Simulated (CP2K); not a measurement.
**Refining one setting for Se2MgO10Na2H4 (P-1, 19 atoms in the cell)**

```yaml
crystal:
  lattice:
    - [5.64712, 0.00000, 0.00000]
    - [-1.72290, 5.76833, 0.00000]
    - [-1.15748, -2.75946, 6.70504]
  atoms:
    - { symbol: Se, position: [0.33844, 0.16724, 0.25986] }
    - { symbol: Se, position: [0.66156, 0.83276, 0.74014] }
    - { symbol: Mg, position: [0.00000, 0.50000, 0.50000] }
    - { symbol: O, position: [0.93470, 0.54200, 0.23070] }
    - { symbol: O, position: [0.06530, 0.45800, 0.76930] }
    - { symbol: O, position: [0.28290, 0.86700, 0.12440] }
    - { symbol: O, position: [0.71710, 0.13300, 0.87560] }
    - { symbol: O, position: [0.10530, 0.17520, 0.37680] }
    - { symbol: O, position: [0.89470, 0.82480, 0.62320] }
    - { symbol: O, position: [0.35410, 0.33710, 0.12100] }
    - { symbol: O, position: [0.64590, 0.66290, 0.87900] }
    - { symbol: O, position: [0.61380, 0.26200, 0.43570] }
    - { symbol: O, position: [0.38620, 0.73800, 0.56430] }
    - { symbol: Na, position: [0.66570, 0.79020, 0.24760] }
    - { symbol: Na, position: [0.33430, 0.20980, 0.75240] }
    - { symbol: H, position: [0.06000, 0.63000, 0.21000] }
    - { symbol: H, position: [0.94000, 0.37000, 0.79000] }
    - { symbol: H, position: [0.87500, 0.41200, 0.13300] }
    - { symbol: H, position: [0.12500, 0.58800, 0.86700] }
```

Computed with LDA (Pade form), GPW, DZVP-MOLOPT-SR-GTH basis, GTH-PADE potentials (GTH_POTENTIALS) (CP2K 2026.2).

The starting cell comes from a database of published, mostly measured structures (it also holds non-ambient and calculated ones), without a prior relaxation at this level. Its lattice was rescaled by a random factor within 2.5 % of one. Values carry the incompleteness of an atom-centred basis. In the base run, with a pressure of about 7 GPa the cell is away from its equilibrium volume at this level. In the base run, forces exceed 1 eV/Å.

Held fixed: CUTOFF = 1000 Ry; REL_CUTOFF = 50 Ry; SMEAR/METHOD = GAUSSIAN; SIGMA = 0.136 eV; XC_FUNCTIONAL = PADE; Se/BASIS_SET = DZVP-MOLOPT-SR-GTH-q6; Se/POTENTIAL = GTH-PADE-q6; Mg/BASIS_SET = DZVP-MOLOPT-SR-GTH-q10; Mg/POTENTIAL = GTH-PADE-q10; O/BASIS_SET = DZVP-MOLOPT-SR-GTH-q6; O/POTENTIAL = GTH-PADE-q6; Na/BASIS_SET = DZVP-MOLOPT-SR-GTH-q9; Na/POTENTIAL = GTH-PADE-q9; H/BASIS_SET = DZVP-MOLOPT-SR-GTH-q1; H/POTENTIAL = GTH-PADE-q1; METHOD = GPW; EPS_DEFAULT = 1e-10; NGRIDS = 5. Moved along with it: GAMMA_CENTERED.

ΔF is the free energy per atom less that of the last row (MONKHORST-PACK 7 7 6).

The series runs over KPOINTS/SCHEME = default; MONKHORST-PACK 2 2 2; MONKHORST-PACK 3 3 3; MONKHORST-PACK 4 4 3; MONKHORST-PACK 5 4 4; MONKHORST-PACK 5 5 4; MONKHORST-PACK 6 6 5; MONKHORST-PACK 7 7 6.

Q: From which setting on does the largest force stay within 0.01 eV/Å of the last one?

A: From KPOINTS/SCHEME = MONKHORST-PACK 2 2 2 on; the one before it is off by 0.082 eV/Å. The value it settles on is 16.257 eV/Å at this level of theory and with the other settings as held.

Q: From which setting on does the energy stay within 5 meV/atom of the last one?

A: From KPOINTS/SCHEME = MONKHORST-PACK 2 2 2 on; the one before it is off by 81 meV/atom.

| KPOINTS/SCHEME | ΔF (meV/atom) | pressure (GPa) | largest force (eV/Å) | gap on the mesh (eV) | k-points |
|---|---|---|---|---|---|
| default | 80.5 | 7.88 | 16.175 | – | 1 |
| MONKHORST-PACK 2 2 2 | 1.32 | 7.09 | 16.256 | 3.321 | 8 |
| MONKHORST-PACK 3 3 3 | 0.05 | 7.08 | 16.257 | 3.329 | 14 |
| MONKHORST-PACK 4 4 3 | 0.00 | 7.09 | 16.257 | 3.324 | 26 |
| MONKHORST-PACK 5 4 4 | 0.00 | 7.09 | 16.257 | 3.323 | 42 |
| MONKHORST-PACK 5 5 4 | 0.00 | 7.09 | 16.257 | 3.323 | 51 |
| MONKHORST-PACK 6 6 5 | 0.00 | 7.09 | 16.257 | 3.322 | 92 |
| MONKHORST-PACK 7 7 6 | 0.00 | 7.09 | 16.257 | 3.322 | 148 |

The gap is read on the k-point mesh of the run and can differ from the gap over the whole zone at this level.
